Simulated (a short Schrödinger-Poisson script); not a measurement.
Gated Al0.33Ga0.67As/GaAs modulation-doped gas

System: gated Al0.33Ga0.67As/GaAs modulation-doped gas, at 300 K.

| layer | material | thickness (nm) | Nd (cm⁻³) | Na (cm⁻³) |
|---|---|---|---|---|
| 1 | Al0.33Ga0.67As | 15 | - | - |
| 2 | Al0.33Ga0.67As | 10 | 1.4e18 | - |
| 3 | Al0.33Ga0.67As | 40 | - | - |
| 4 | GaAs | 6000 | - | 3e14 |

Constants are typed, rounded textbook-type inputs, not results; the design itself was drawn at random and stands for no fabricated device. Al0.33Ga0.67As: permittivity 11.96, conduction-band edge (eV) 0.261, gap (eV) 1.836, electron mass (mₑ) 0.0944, Nv at 300 K (cm⁻³) 9e18. GaAs: permittivity 12.9, conduction-band edge (eV) 0, gap (eV) 1.424, Nv at 300 K (cm⁻³) 9e18.

Channel valleys (confinement mass, in-plane density-of-states mass, number): Γ 0.067, 0.067, 1. At the gate the conduction-band edge of layer 1 lies 1.01 eV − eVg above the Fermi level of the channel; the field vanishes at the back. Donor level 0.006 eV below the band edge. The barrier under the gate holds no holes. Gaps are held at their typed values at every temperature. Mesh 0.08 nm at interfaces.

Solved with a short Schrödinger-Poisson script written for these runs: 1D Poisson equation in equilibrium, electrons quantum, Hartree (BenDaniel-Duke, 40 states a valley, the channel's in-plane mass for all, wave functions free to enter the barrier), parabolic valleys, classical holes, donors ionised by Fermi statistics, acceptors fully, no traps, pinning or gate leakage.

| Vg (V) | electrons (cm⁻²) | in the channel layer | C (μF/cm²) | Γ E0 (meV) | Γ E1 (meV) |
|---|---|---|---|---|---|
| 0.5 | 1.40e11 | 1.38e11 | 0.139 | 61.6 | 83.6 |
| 0.45 | 1.03e11 | 1.02e11 | 0.120 | 71.2 | 91.5 |
| 0.4 | 6.87e10 | 6.83e10 | 0.106 | 83.7 | 102.0 |
| 0.35 | 3.87e10 | 3.85e10 | 0.0880 | 100.6 | 117.1 |
| 0.3 | 1.62e10 | 1.61e10 | 0.0591 | 125.1 | 139.9 |
| 0.25 | 4.31e9 | 4.30e9 | 0.0258 | 160.6 | 174.5 |
| 0.2 | 7.97e8 | 7.94e8 | 0.00963 | 205.0 | 218.4 |
| 0.15 | 1.30e8 | 1.30e8 | 0.00609 | 252.4 | 265.5 |
| 0.1 | 2.08e7 | 2.07e7 | 0.00562 | 300.4 | 313.2 |
| 0.05 | 3.32e6 | 3.31e6 | 0.00568 | 348.3 | 361.0 |

Gate voltages with under 1e6 electrons/cm² are left out.

Subbands count from the Fermi level.
